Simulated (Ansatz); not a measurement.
Given:

```xyz
2
Lattice="0.0000 0.0000 -3.5541 -1.8776 2.6553 -1.7771 1.8776 2.6553 -1.7771" Properties=species:S:1:pos:R:3 pbc="T T T"
Cl    -1.8776     2.6553    -5.3312
Li     0.0000     2.6553    -3.5541
```

No spin polarisation.

The values are results of Ansatz (a program for electronic structure) r2SCAN, no spin-orbit coupling, not measurements. Settings: 11×11×11 k-points, 0.05 eV Fermi–Dirac smearing.

Q: Estimate the electron mass.

A: 0.51 mₑ out of plane, 0.45 mₑ in plane (at Γ).

Q: Estimate the pressure (mean of the normal stresses, compression positive).

A: -17.4 kbar.

A biaxial case was relaxed in a doubled cell and then solved in the primitive one. The levels and masses belong to the bands next to the band gap. The cells carry an imposed strain or load. Masses are band curvatures over ±0.01 Å⁻¹ around the edge. Stability against distortions was not tested. The cell was made from LiCl in the rock salt structure (space group Fm-3m, No. 225) by this change: biaxial strain +3.88 %, plane normal [110], relaxed out of plane.
